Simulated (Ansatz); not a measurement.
We consider OsTe2 (Pa-3, No. 205, 12 atoms in the cell; start COD 8104490), described by r²SCAN (plane waves, PAW; Ansatz, a first-principles code).

Numerical settings: plane-wave cutoff 560 eV, 10×10×10 k mesh, Fermi–Dirac smearing 0.05 eV, no spin polarisation, scalar-relativistic PAW data made under PBE.

Cell (measured lattice):

OsTe₂ is modelled in the cubic space group Pa-3 (No. 205), Pearson symbol cP12. Lattice parameters: a = 6.397 Å, b = 6.397 Å, c = 6.397 Å, α = 90.00°, β = 90.00°, γ = 90.00°. Os on 4a sees 6 Te at 2.648 Å (octahedral). Te on 8c sees 3 Os at 2.648 Å and 1 Te at 2.817 Å (tetrahedral). (Neighbours: up to the widest gap in distance over summed covalent radii, below 1.35, at either atom; cation-cation and far metal-metal contacts left out.)

**Question.** Predict the band gap and smallest direct gap on the k points sampled.

**Answer.** 
- band gap: 0.01 eV (under three smearing widths, so not firm)
- smallest direct gap on the k points sampled: 0.16 eV

Note: cell and atoms aren't relaxed at this level (pressure 3.0 GPa).

Spin–orbit coupling is not included; it can close the smallest gap of 0.01 eV.

Computed values are for the static lattice.

It cost roughly 5 core-minutes of CPU time.
